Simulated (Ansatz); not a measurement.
**WS2: response to strain**

Consider WS₂ in the 2H-MoS2 type structure (space group P6_3/mmc, No. 194; layered, stacked along the Cartesian z axis).

```
CELL_PARAMETERS angstrom
      3.15408     0.00000     0.00000
     -1.57704     2.73152     0.00000
      0.00000     0.00000    12.13731
ATOMIC_POSITIONS crystal
  W  0.33333 0.66667 0.25000
  W  0.66667 0.33333 0.75000
  S  0.33333 0.66667 0.62026
  S  0.66667 0.33333 0.12026
  S  0.66667 0.33333 0.37974
  S  0.33333 0.66667 0.87974
```

Cartesian axes are those of the cell as printed.

Strains are applied to the cell and any free atomic positions relax; under biaxial strain the out-of-plane vector relaxes too.

Levels (all Ansatz, an electronic-structure program, PAW): PBE-D3(BJ) (420 eV, spin-orbit coupling left out); r2SCAN+rVV10 (500 eV, no spin-orbit coupling).

The base cell above is that of PBE-D3(BJ); each level relaxes its own structures.

Notes on the quantities. pressure: mean of the normal stresses, compression positive.

| case | pressure, PBE-D3(BJ) | pressure, r2SCAN+rVV10 |
|---|---|---|
| biaxial strain −3.44 %, plane normal [001], relaxed out of plane | 7.92 GPa | … |
| isotropic strain −1.33 % | 3.53 GPa | … |
| isotropic strain +2.20 % | -4.55 GPa | -4.60 GPa |

### Question
Complete the table.

### Answer

- biaxial strain −3.44 %, plane normal [001], relaxed out of plane, pressure, r2SCAN+rVV10: 8.09 GPa
- isotropic strain −1.33 %, pressure, r2SCAN+rVV10: 3.47 GPa

The two levels differ by at most about 0.16 GPa. They put the cases in the same order.

Whether these cells are dynamically stable was not tested.
